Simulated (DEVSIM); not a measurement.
Structure: Ru/Si3N4/SiO2/p-Si capacitor, at 300 K.

Layer 1 from the left is Si3N4, thickness (nm) 2.10. Layer 2 from the left is SiO2, thickness (nm) 0.830. Layer 3 from the left is Si, thickness (nm) 13000, Na (cm⁻³) 2e15.

Metal gate on the left, work function 4.7 eV. Fixed charge at the semiconductor interface 6.9e10 cm⁻² (in units of +e); no interface traps.

Constants are typed, rounded textbook-type inputs, not results; the design itself was drawn at random and stands for no fabricated device. Values at 300 K.

Si3N4: gap (eV) 5.1, affinity (eV) 2.1, permittivity 7.5. SiO2: gap (eV) 9, affinity (eV) 0.9, permittivity 3.9. Si: gap (eV) 1.124, affinity (eV) 4.05, permittivity 11.7, Nc (cm⁻³) 2.86e19, Nv (cm⁻³) 3.1e19.

Model (solved in DEVSIM): 1D Poisson equation in equilibrium, Boltzmann statistics, complete ionisation; no quantum confinement or tunnelling. Metal contacts follow the ideal Schottky-Mott rule: no Fermi-level pinning, no interface dipoles.

What does the simulation give for the threshold voltage (band bending 2φF), the minimum of the low-frequency capacitance?

threshold voltage (band bending 2φF) 0.41 V; minimum of the low-frequency capacitance 0.0184 μF/cm².
